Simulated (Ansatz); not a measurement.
Base system: ZnSiP$_{2}$ in the chalcopyrite structure (space group I-42d, No. 122).

ZnSiP$_{2}$ is taken in the tetragonal space group I-42d (No. 122), the chalcopyrite structure, Pearson symbol tI16. Lattice parameters: a = 5.378 Å, b = 5.378 Å, c = 10.466 Å, α = 90.00°, β = 90.00°, γ = 90.00°. Zn on 4a sees 4 P at 2.362 Å (tetrahedral). Si on 4b has 4 P at 2.256 Å (tetrahedral). P on 8d sees 2 Si at 2.256 Å and 2 Zn at 2.362 Å (tetrahedral). (Neighbours: up to the widest gap in distance over summed covalent radii, below 1.35, at either atom; cation-cation and far metal-metal contacts left out.)
(The calculation used a cell of 8 atoms; values per cell refer to that cell.)

Computed with r2SCAN (Ansatz, an electronic-structure program; PAW; 500 eV plane waves; without spin-orbit coupling).

Base values:

```
Item                           Result
----------------------------  -------
Gap between the host's bands  1.55 eV
```

Now apply this change: hole doping at 3.0×10^21 cm⁻³ (0.454 per cell), with a uniform compensating background at fixed cell and a 300 K Fermi–Dirac width.

Task: Estimate the effect on the gap between the host's bands.

Result: The gap between the host's bands rises by 0.05 eV (1.55 eV → 1.60 eV).

Task: How does this affect the Fermi level from band edge?

Result: The Fermi level relative to the doped band's edge (positive inside the band; to 0.05 eV) amounts to +0.45 eV.

Charged cell with a jellium background: band edges are those of the host's band count, energies are not comparable with the neutral cell, and many-body gap narrowing is missing. No phonon test of stability was made.
